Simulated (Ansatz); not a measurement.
## Response to strain in Mg2Si

Base system: Mg$_{2}$Si (space group Fm-3m, No. 225).

```xyz
3
Lattice="0.0000 3.1630 3.1630 3.1630 0.0000 3.1630 3.1630 3.1630 0.0000" Properties=species:S:1:pos:R:3 pbc="T T T"
Si     0.0000     0.0000     0.0000
Mg     1.5815     1.5815     1.5815
Mg     4.7446     4.7446     4.7446
```

Cartesian axes are those of the cell as printed.

Strains are applied to the cell and any free atomic positions relax.

Method: Ansatz (a first-principles code), PBEsol, PAW, cutoff 420 eV, scalar-relativistic without spin-orbit coupling.

Candidates:
(a) uniaxial strain ε_zz = +1.07 %
(b) uniaxial strain ε_zz = +3.63 %
(c) isotropic strain −2.20 %

Notes on the quantities. energy relative to the base: free energy F.

### Question
Order them by energy relative to the base, lowest first.

### Answer
(a) uniaxial strain ε_zz = +1.07 % (+0.9 meV/atom), (b) uniaxial strain ε_zz = +3.63 % (+9.8 meV/atom), (c) isotropic strain −2.20 % (+17 meV/atom)

Whether these cells are dynamically stable was not tested. The final runs are not spin-polarised.
